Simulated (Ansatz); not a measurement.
BaAlHO2 (model structure, started from the SrVO2H type, P4/mmm, No. 123, 5 atoms in the cell) was calculated with G0W0@PBEsol+SOC (hard PAW, contour deformation, complete-basis limit, spin–orbit shift from PBEsol; Ansatz, an electronic-structure program).

Settings: largest k mesh 6×6×6 (not extrapolated in the mesh).

Cell (relaxed with PBEsol):

```xyz
5
Lattice="3.8170 0.0000 0.0000 0.0000 3.8170 0.0000 0.0000 0.0000 3.9576" Properties=species:S:1:pos:R:3 pbc="T T T"
Ba     1.9085     1.9085     1.9788
Al     0.0000     0.0000     0.0000
O      1.9085     0.0000     0.0000
O      0.0000     1.9085     0.0000
H      0.0000     0.0000     1.9788
```

**Question.** Give the computed band gap.

**Answer.** 
* **band gap**: 4.73 eV

Note: spin–orbit coupling enters as the shift of the gap found with a semilocal functional; the relaxation could raise the start's symmetry but not lower it, so the cell can be a saddle point.

A model structure was made by putting elements into a prototype or built by hand; it is no filed structure, need not be a known phase, and can be a saddle point held by its symmetry.
